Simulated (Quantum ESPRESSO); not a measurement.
**Convergence study of the SCF threshold for Ba (Im-3m, 1 atom in the cell)**

```yaml
crystal:
  lattice:
    - [2.49745, 2.49745, 2.49745]
    - [-2.49745, 2.49745, 2.49745]
    - [-2.49745, -2.49745, 2.49745]
  atoms:
    - { symbol: Ba, position: [0.00000, 0.00000, 0.00000] }
```

Method of the run: PBE, SSSP 1.1.2 efficiency (PBE) pseudopotentials (plane waves; Quantum ESPRESSO 7.5).

Base settings: ecutwfc = 45 Ry; ecutrho = 360 Ry; occupations = smearing; smearing = gaussian; degauss = 0.0073499 Ry; potentials = {Ba: Ba.pbe-spn-kjpaw_psl.1.0.0.UPF}; K_POINTS = automatic 8 8 8 0 0 0; conv_thr = 1e-10 Ry; mixing_beta = 0.3.

The mesh stays at the base's, so the ladder's end is converged at best in this setting alone.

Only quantities that move along the ladder and can be compared are tabulated.

The count of work is k-points × plane waves × bands × iterations; it is no time. 

The starting cell has typed, rounded lattice constants, without a prior relaxation at this level. Its lattice was rescaled by up to half a per cent.

Steps (conv_thr): 0.0073 Ry; 0.00073 Ry; 7.3e-05 Ry; 7.3e-06 Ry; 7.3e-07 Ry; 7.3e-08 Ry; 7.3e-09 Ry; 7.3e-10 Ry; 1e-10 Ry; 7.3e-12 Ry; 7.3e-14 Ry.

What is the coarsest conv_thr that holds the pressure within 0.05 GPa of the last step, with all finer ones?

7.3e-06 Ry, at 0.22 of the last step's count of work; the step before is off by 0.06 GPa.

What is the coarsest conv_thr that holds the free energy within 1 meV/atom of the last step, with all finer ones?

0.00073 Ry, at 0.11 of the last step's count of work; the step before is off by 1.1 meV/atom.

```tsv
conv_thr	free energy less the last step's (meV/atom)	pressure (GPa)	count of work / last
0.0073 Ry	1.15	0.17	0.056
0.00073 Ry	0.59	0.15	0.11
7.3e-05 Ry	0.06	0.16	0.17
7.3e-06 Ry	0.01	0.09	0.22
7.3e-07 Ry	0.00	0.10	0.33
7.3e-08 Ry	0.00	0.10	0.33
7.3e-09 Ry	0.00	0.11	0.50
7.3e-10 Ry	0.00	0.11	0.50
1e-10 Ry	0.00	0.11	0.67
7.3e-12 Ry	0.00	0.11	0.72
7.3e-14 Ry	0.00	0.11	1.0
```
